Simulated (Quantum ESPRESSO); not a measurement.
Quantum ESPRESSO is run on Ir (Fm-3m, 1 atom in the cell), and the run fails. The aim is a self-consistent single point with DFT, PBE, plane waves, PseudoDojo standard norm-conserving (PBE) pseudopotentials.

Cell that was meant: a = 2.7660 Å, b = 2.7660 Å, c = 2.7660 Å, α = 60.00°, β = 60.00°, γ = 60.00°.

Part of the input:

```fortran
    ibrav = 0
    nat = 1
    ntyp = 1
    occupations = 'smearing'
    smearing = 'marzari-vanderbilt'
    degauss = 0.0073499
/
```

Output, abridged:

```
 %%%%%%%%%%%%%%%%%%%%%%%%%%%%%%%%%%%%%%%%%%%%%%%%%%%%%%%%%%%%%%%%%%%%%%%%%%%%%%
     Error in routine set_cutoff (1):
      ecutwfc not set
 %%%%%%%%%%%%%%%%%%%%%%%%%%%%%%%%%%%%%%%%%%%%%%%%%%%%%%%%%%%%%%%%%%%%%%%%%%%%%%

     stopping ...
```

### Question
Read the log: what does the program object to, and what is the fix?

### Answer
The fault is no plane-wave cutoff. The cutoff has no default. To fix it, give the cutoff. The program stopped before any SCF iteration.

The sound input it was made from differs as follows (other fixes are possible):
```diff
+    ecutwfc = 70
```

With that input, the run converged in 7 iterations: free energy E − TS -3133.6504 eV; Fermi level (on the code's own zero) 24.18 eV; pressure -11.20 GPa (DFT, PBE, plane waves, PseudoDojo standard norm-conserving (PBE) pseudopotentials).

On the sound input: the starting cell comes from a database of computed structures (which also holds hypothetical and non-ambient phases and stackings), without a prior relaxation at this level. Its lattice was rescaled by a random factor within 2.5 % of one. Spin polarisation is off. With a pressure of about -11 GPa the cell is away from its equilibrium volume at this level.
